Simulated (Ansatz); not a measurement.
The reference is GaAs in the zinc blende structure (space group F-43m, No. 216; a = 5.6667 Å).

Structures relaxed with plane-wave PAW DFT at the r2SCAN level (Ansatz, a program for electronic structure, 500 eV), no spin-orbit coupling.

Base:

Simulated powder pattern, Cu Kα, λ = 1.54184 Å (kinematic, ideal powder, no thermal factors, no anomalous dispersion; the 14 strongest lines at most, above 2 %, up to 2θ = 90°):

```json
[
 {"2θ (°)": "27.26", "I/Imax (%)": "100", "hkl": "(111)"},
 {"2θ (°)": "45.26", "I/Imax (%)": "74", "hkl": "(220)"},
 {"2θ (°)": "53.64", "I/Imax (%)": "45", "hkl": "(311)"},
 {"2θ (°)": "65.94", "I/Imax (%)": "12", "hkl": "(400)"},
 {"2θ (°)": "72.74", "I/Imax (%)": "18", "hkl": "(331)"},
 {"2θ (°)": "83.59", "I/Imax (%)": "24", "hkl": "(422)"},
 {"2θ (°)": "89.97", "I/Imax (%)": "14", "hkl": "(333)"}
]
```

After one change:

Simulated powder pattern, Cu Kα, λ = 1.54184 Å (kinematic, ideal powder, no thermal factors, no anomalous dispersion; the 14 strongest lines at most, above 2 %, up to 2θ = 90°):

```tsv
2θ (°)	I/Imax (%)
26.14	24
30.54	100
36.14	9.3
36.82	11
44.31	8.7
44.73	28
50.25	29
51.29	21
52.68	10
59.96	28
73.81	8.6
75.78	6.7
78.33	7.9
82.37	5.8
```

Question: What was done to the base?
A) x(N) = 0.75, 8 atoms, P-43m
B) x(N) = 0.25, 8 atoms, P-4m2
C) x(N) = 0.667, 6 atoms, P3m1
D) x(N) = 0.5, 8 atoms, P-4m2

Answer: D, x(N) = 0.5, 8 atoms, P-4m2. Its volume per atom is 16.31 Å³ against 22.75 Å³, and its space group is P-4m2 (No. 115).

Each cell is one ordered arrangement of few atoms, which overstates ordering effects compared with a random alloy. No phonon test of stability was made. All final runs are without spin polarisation.
